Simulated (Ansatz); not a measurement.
# Computed paths: Al-vacancy pair in fcc Ir, neutral cell

Defect: Al-vacancy pair (Al on one host Ir site, one Ir site vacant) in fcc Ir, neutral cell. Calculation: PBE, PAW (plane waves to 420 eV; Ansatz, a first-principles code).

32-site cell at the relaxed PBE lattice, a 2×2×2 k-point mesh shifted by half a step, smearing 0.10 eV, spin-restricted, no finite-size correction. No zero-point or tunnelling terms. Spin-orbit coupling is left out. Forms of the defect that were not tried may lie lower.

Barriers: single points on a 4×4×4 k-point mesh shifted by half a step at the bands' geometries (they differ from the bands' own by up to 0.21 eV, and are uncertain by about as much).

```tsv
Route	Start site over the lowest site run (eV)	Hop (Å)	Forward barrier (eV)	Backward barrier (eV)	Neighbours at the start	Neighbours at the saddle	Saddle order	Forward, on the band's own sampling (eV)
direct exchange of Al with the vacancy (Al-vacancy distance between ideal sites 2.74 Å throughout)	0.07	2.51	0.63	0.63	4 Ir at 2.69, 2 Ir at 2.76, 4 Ir at 2.81, Ir at 2.83 Å	4 Ir at 2.46, 2 Ir at 3.06, 2 Ir at 3.07 Å	not checked, on a symmetry element	0.62
a nearby Ir atom hops onto the vacant site (Al-vacancy distance between ideal sites 2.74 → 4.74 Å)	0.07	2.70	2.48	2.55	2 Ir at 2.71, 3 Ir at 2.73, 5 Ir at 2.74, Ir at 2.75 Å	2 Ir at 2.48, Ir at 2.54, Ir at 2.56, Ir at 2.81, Ir at 2.88, Ir at 3.14, Ir at 3.19 Å	not checked	2.27
```

Paths come from climbing-image nudged elastic band runs. Of the routes that converged and passed our checks, the lowest saddle point lies 0.70 eV above the lowest of the sites run (direct exchange of Al with the vacancy (Al-vacancy distance between ideal sites 2.74 Å throughout)); other sites, such as split forms, and other routes may lie lower. A band can be held on a symmetry element, so unchecked saddle points there may be too high.
